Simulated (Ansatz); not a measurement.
```
CELL_PARAMETERS angstrom
     20.00000     0.00000     0.00000
      0.00000    20.00000     0.00000
      0.00000     0.00000     5.38408
ATOMIC_POSITIONS crystal
  Al 0.72419 0.50000 0.33245
  N  0.71514 0.57831 0.16755
  Al 0.71067 0.57668 0.83245
  N  0.72895 0.50000 0.66755
  Al 0.67174 0.64411 0.33245
  N  0.61447 0.69828 0.16755
  Al 0.61210 0.69416 0.83245
  N  0.67538 0.64717 0.66755
  Al 0.53893 0.72079 0.33245
  N  0.46024 0.72547 0.16755
  Al 0.46107 0.72079 0.83245
  N  0.53976 0.72547 0.66755
  Al 0.38790 0.69416 0.33245
  N  0.32462 0.64717 0.16755
  Al 0.32826 0.64411 0.83245
  N  0.38553 0.69828 0.66755
  Al 0.28933 0.57668 0.33245
  N  0.27105 0.50000 0.16755
  Al 0.27581 0.50000 0.83245
  N  0.28486 0.57831 0.66755
  Al 0.28933 0.42332 0.33245
  N  0.32462 0.35283 0.16755
  Al 0.32826 0.35589 0.83245
  N  0.28486 0.42169 0.66755
  Al 0.38790 0.30584 0.33245
  N  0.46024 0.27453 0.16755
  Al 0.46107 0.27921 0.83245
  N  0.38553 0.30172 0.66755
  Al 0.53893 0.27921 0.33245
  N  0.61447 0.30172 0.16755
  Al 0.61210 0.30584 0.83245
  N  0.53976 0.27453 0.66755
  Al 0.67174 0.35589 0.33245
  N  0.71514 0.42169 0.16755
  Al 0.71067 0.42332 0.83245
  N  0.67538 0.35283 0.66755
```

Levels: PBE (plane waves to 420 eV, PAW; Ansatz, an electronic-structure program); r2SCAN (plane waves to 500 eV, PAW; Ansatz); Ansatz with HSE06. Unmarked values and the geometry are of the first. Mesh 1×1×6. No spin polarisation. One-dimensional cell, images about 11 Å apart. A hypothetical model. It keeps the symmetry and period of its start, so it need not be a minimum against all distortions. HSE06 ran on a 1×1×4 mesh and at PBE's edge points. Buckling under compression is shut out by symmetry and the short period.

Give the properties of this body.


```
Property                                                                  Value
---------------------------------------------------------  --------------------
largest distance between nuclei across the axis                          9.16 Å
PBE gap                                                    2.64 eV, direct at Γ
electron mass along the axis (PBE)                                      0.50 mₑ
hole mass along the axis (PBE)                                           1.6 mₑ
valence and conduction edges under the vacuum level (PBE)      5.47 and 2.84 eV
r2SCAN gap at this geometry                                             3.07 eV
HSE06 gap at this geometry                                              3.72 eV
axial stiffness dF/dε                                                    302 nN
```
